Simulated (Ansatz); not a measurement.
Li on the 1x1 (100) surface of beta Ga2O3 (cut with top plane Ga + 2 O), one in a 1x1 cell, energies for each (18.1 Å²). Energies are against an atom of bcc Li, without zero-point or thermal terms; each row is named by its start (#2, #3: further inequivalent places of a kind).

Host crystal: beta Ga2O3, with a band gap (PBE, scalar-relativistic without spin-orbit coupling).

All values below come from PBE (plane waves to 420 eV, PAW; Ansatz, a first-principles code).

Set-up: 21 atoms, 10.2 Å thick at the start under the adsorbate (thin: gaps and levels are the slab's own); mesh 6x4x1; 0.01 eV smearing; dipole correction on; 10 atoms held, the rest relaxed; each run with such symmetry as its start has; spin-polarised, no spin-orbit, no U, no dispersion correction.

A negative adsorption energy means that the adsorbate is more stable on the surface than in its reference. Starts that drift may end in the same place. Heights count from the host atoms within 0.3 Å of the top one. Moments of ungapped slabs depend on the mesh.

```
starting site                         E_ads (eV)  height (Å)  nearest host atom (Å)   bonded to  change of the vacuum step (eV)  lateral drift (Å)  moment (μB)
------------------------------------  ----------  ----------  ---------------------  ----------  ------------------------------  -----------------  -----------
top O                                       0.01        1.82                 O 1.81           O                           -1.56                0.3          0.1
top O #2                                    0.01        1.80                 O 1.81           O                           -1.57                0.3          0.1
top Ga                                     -0.13        1.13                 O 1.92  3 Ga + 2 O                           -2.45                2.1          0.1
hollow Ga-O-O over Ga at depth 3.2 Å        0.16        1.58                 O 2.01  2 Ga + 2 O                           -1.72                0.3          0.1
hollow Ga over Ga at depth 9.3 Å           -0.13        1.12                 O 1.92  3 Ga + 2 O                           -2.46                0.8          0.1
bridge O-O (span 2.5 Å)                     0.16        1.58                 O 2.02  2 Ga + 2 O                           -1.72                0.0          0.1
```
